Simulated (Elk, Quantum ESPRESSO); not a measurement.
A Quantum ESPRESSO input for a self-consistent single point of CuSn₃ (P6_3/mmc, 8 atoms in the cell) (DFT, PBEsol, plane waves, PseudoDojo standard norm-conserving (PBESOL) pseudopotentials):

```fortran
&control
 calculation = 'scf'
 outdir = './tmp'
 pseudo_dir = './'
 tprnfor = .true.
 tstress = .true.
/
&system
 ibrav = 4
 celldm(1) = 12.5154290003
 celldm(3) = 0.755684859506
 nat = 8
 ntyp = 2
 ecutwfc = 95
 occupations = 'smearing'
 smearing = 'gauss'
 degauss = 0.0073499
/
&electrons
 conv_thr = 1.0d-10
/
ATOMIC_SPECIES
Cu    63.5460  Cu.upf
Sn   118.7100  Sn.upf
ATOMIC_POSITIONS angstrom
Cu    3.3114399058    1.9118607210    1.2512025000
Cu    0.0000000000    3.8237214421    3.7536075000
Sn    1.7121303317    0.9884989079    3.7536075000
Sn    1.5993095741    4.7470832552    1.2512025000
Sn    0.0000000000    1.9769978158    1.2512025000
Sn    3.3114399058    3.7585843473    3.7536075000
Sn    4.9107494799    0.9884989079    3.7536075000
Sn   -1.5993095741    4.7470832552    1.2512025000
K_POINTS automatic
3 3 4  0 0 0
```

### Question
Translate this input to Elk.

### Answer
One input that does it (others would too):

```
tasks
  0

xctype
  22

tforce
  .true.

rgkmax
  7.5

gmaxvr
  18.0

lmaxapw
  10

lmaxo
  8

nxlo
  2

lorbcnd
  .true.

lradstp
  2

nrmtscf
  2.0

lmaxi
  4

stype
  0

swidth
  0.00367493

avec
   12.5154290003    0.0000000826    0.0000000000
   -6.2577145717   10.8386794123    0.0000000000
    0.0000000000    0.0000000000    9.4577202058

sppath
  'species/'

atoms
  2   : nspecies
  'Cu.in'   : spfname
  2   : natoms; atposl, bfcmt below
  0.6666666667  0.3333333333  0.2500000000    0.0 0.0 0.0
  0.3333333333  0.6666666667  0.7500000000    0.0 0.0 0.0
  'Sn.in'   : spfname
  6   : natoms; atposl, bfcmt below
  0.3446890000  0.1723440000  0.7500000000    0.0 0.0 0.0
  0.6553090000  0.8276540000  0.2500000000    0.0 0.0 0.0
  0.1723440000  0.3446890000  0.2500000000    0.0 0.0 0.0
  0.8276540000  0.6553090000  0.7500000000    0.0 0.0 0.0
  0.8276540000  0.1723440000  0.7500000000    0.0 0.0 0.0
  0.1723440000  0.8276540000  0.2500000000    0.0 0.0 0.0

ngridk
  3 3 4
```

Basis, cutoffs, solver keys and any potentials are the target program's own. This input uses DFT, PBEsol, all-electron FP-LAPW, Elk's shipped species files, APW+lo basis with extra local orbitals.

The starting cell comes from a database of computed structures (which also holds hypothetical and non-ambient phases and stackings), without a prior relaxation at this level.
